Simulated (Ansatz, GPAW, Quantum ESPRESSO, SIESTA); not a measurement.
**YIn₅Rh (P4/mmm, 7 atoms in the cell) computed with different codes at matched settings**

Self-consistent single point.

```xyz
7
Lattice="4.6378 0.0000 0.0000 0.0000 4.6378 0.0000 0.0000 0.0000 7.4429" Properties=species:S:1:pos:R:3 pbc="T T T"
Y      0.0000     0.0000     0.0000
In     0.0000     2.3189     2.2435
In     0.0000     2.3189     5.1994
In     2.3189     0.0000     2.2435
In     2.3189     0.0000     5.1994
In     2.3189     2.3189     0.0000
Rh     0.0000     0.0000     3.7215
```

Shared settings, as Ansatz (an electronic-structure program) writes them: kpoints.mp_grid.grid = 2 2 2; scf.occupations.method = fermi_dirac; scf.occupations.width = 0.136 eV. Potentials and cutoffs stand in the table.

```csv
code,model,pressure (GPa),largest force (eV/Å),cutoff
SIESTA,"GGA PBEsol, numerical atomic orbitals DZP, PseudoDojo PBEsol standard norm-conserving potentials (rewritten from UPF to PSML)",-0.91,0.159,grid 300 Ry
Ansatz,"PBEsol, PAW files made with PBE",-1.38,0.114,420 eV
Quantum ESPRESSO,"PBEsol, PseudoDojo standard norm-conserving (PBESOL) pseudopotentials",-1.17,0.129,90 Ry
GPAW,"PBEsol, GPAW PAW datasets PBEsol (made by gpaw-setup)",-1.78,0.138,550 eV
```

On Ansatz's run: spin polarisation is off.

The spread over the programs that give each value: pressure within 0.87 GPa; largest force within 0.045 eV/Å.

SIESTA uses small atom-centred bases, whose incompleteness enters pressures, forces and empty levels differently from a plane-wave cutoff. Ansatz's pressure is given at a fixed set of plane waves, as the other plane-wave codes print theirs.

On the base mesh (5 5 3) the same programs gave: Ansatz pressure -2.03 GPa; Quantum ESPRESSO pressure -1.83 GPa; GPAW pressure -2.42 GPa; SIESTA pressure -1.96 GPa.

The values differ from the base mesh's, so the mesh still matters here: the table compares the programs at equal settings.

The starting cell comes from a database of computed structures (which also holds hypothetical and non-ambient phases and stackings), without a prior relaxation at this level.

Left out of this page: CP2K (on another mesh).

Keys are those of Ansatz 0.2.
